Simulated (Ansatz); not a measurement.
The starting structures come from a database of crystals and need not be the phases stable at ambient conditions.

 Where the default PAW files enter, the runs use the earlier of Ansatz's two default sets.

Inside the gap of an insulator the Bloch states are evanescent, with a wavenumber k + iκ along the transport direction.

Consider the following.

```
Ba2OsH6
1.0
    5.72221     0.00000     0.00000
    0.00000     8.09242     0.00000
    2.86110     4.04621     2.86110
Ba H Os
2 6 1
Cartesian
  2.86110   6.06932   0.00000
  2.86110   2.02311   0.00000
  0.00000   1.73243   0.00000
  0.00000   6.35999   0.00000
  1.63609   4.04621   1.63609
  1.22501   8.09242   1.22501
  4.08611   4.04621   1.63609
  4.49720   8.09242   1.22501
  0.00000   0.00000   0.00000
```

Space group of this cell: Fm-3m. The cell is taken as given; by r2SCAN its mean pressure is -0.6 GPa.

Transport runs along the normal of the first two printed cell vectors, the (110) plane of the conventional cell.

The gap is the functional's own, uncorrected, and κ follows it; spin-orbit coupling is left out. Mid-gap values are interpolated between the computed energies.

**Question.** Give the band gap and the smallest decay constant κ at mid-gap that r2SCAN in Ansatz (a program for electronic structure) yields.

**Answer.** Gap 2.24 eV on a 10×10×10 mesh; κ = 0.403 1/Å, at the zone centre.
